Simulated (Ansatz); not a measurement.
The starting structures come from a database of crystals and need not be the phases stable at ambient conditions.

Inside the gap of an insulator the Bloch states are evanescent, with a wavenumber k + iκ along the transport direction.

Consider the following.

```xyz
8
Lattice="3.0757 0.0000 0.0000 0.0000 10.0707 0.0000 1.5378 0.0000 2.7435" Properties=species:S:1:pos:R:3 pbc="T T T"
Si     3.0757     0.6260     1.8290
Si     1.5378     5.6613     0.9145
Si     0.0000     3.1432     0.0000
Si     0.0000     8.1785     0.0000
C      3.0757     2.5197     1.8290
C      1.5378     7.5550     0.9145
C      0.0000     5.0307     0.0000
C      0.0000    10.0660     0.0000
```

Space group of this cell: Cmc2_1. The cell is strained (lengths along the current scaled by 1.03, ions clamped); by r2SCAN its mean pressure is -5.8 GPa.

Transport runs along the normal of the first two printed cell vectors.

No gap correction and no spin-orbit coupling; mid-gap values are interpolated between computed energies.

Question: Predict the band gap and the smallest decay constant κ at mid-gap from r2SCAN (Ansatz, a quantum-chemistry and plane-wave program).

Answer: Gap 2.45 eV on a 12×4×12 mesh; κ = 0.225 1/Å, at (0.500, 0.000) of the in-plane reciprocal vectors. At the zone centre, at the nearest computed energy, the slowest state has κ = 0.27 1/Å.
